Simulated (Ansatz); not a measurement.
**A computed series for CuAu: pressure series**

Base system: CuAu (space group P4/mmm, No. 123).

CuAu is taken in the tetragonal space group P4/mmm (No. 123), Pearson symbol tP2. Cell: a = 2.8226 Å, b = 2.8226 Å, c = 3.5689 Å, α = 90.00°, β = 90.00°, γ = 90.00°. Cu on 1a has 8 Au at 2.677 Å and 4 Cu at 2.823 Å (cuboctahedral). Au on 1d has 8 Cu at 2.677 Å and 4 Au at 2.823 Å (cuboctahedral). (Neighbours: up to the widest gap in distance over summed covalent radii, below 1.35, at either atom.)

Cell and atoms are relaxed at each pressure.

All numbers come from PBEsol, PAW, 420 eV (Ansatz, a program for electronic structure; scalar-relativistic without spin-orbit coupling).

| pressure (GPa) | volume per atom (Å³/atom) |
|---|---|
| -2 | 14.390 |
| -1 | 14.302 |
| 0 | 14.217 |
| 0.9 | 14.143 |
| 2.1 | 14.048 |
| 4.5 | 13.870 |
| 9 | 13.569 |
| 15 | ? |
| 30 | 12.535 |

Problem. Fit the third-order Birch–Murnaghan form P(V) = (3B₀/2)[(V₀/V)^(7/3) − (V₀/V)^(5/3)]·[1 + (3/4)(B₀′ − 4)((V₀/V)^(2/3) − 1)] (squares taken in P) to the rows shown and predict the withheld row.

Solution. Least squares on the printed values gives V₀ = 14.217 Å³/atom, B₀ = 170 GPa, B₀′ = 5.3; this predicts 13.222 Å³/atom, and the run gives 13.221 Å³/atom, in agreement.

Load acts through the strain it causes; cell and atoms are relaxed under it. No phonon test of stability was made. Competing high-pressure phases were not computed. The final runs are not spin-polarised.
